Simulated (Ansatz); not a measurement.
Consider GaN in the wurtzite structure (space group P6_3mc, No. 186; a = 3.183 Å, c = 5.184 Å). Axes: x lies along a and z along c of the hexagonal cell.

Method: r2SCAN/PAW in Ansatz (an electronic-structure program), without spin-orbit coupling, earlier PAW set.

One thing is altered: tensile biaxial strain of 1.53 % in the plane normal to [001], as in epitaxy on a mismatched substrate; the out-of-plane cell vector and the atoms relax.

### Question
What happens to the in-plane stress?

### Answer
The mean in-plane stress (compression positive) is -6.5 GPa.

Whether these cells are dynamically stable was not tested.
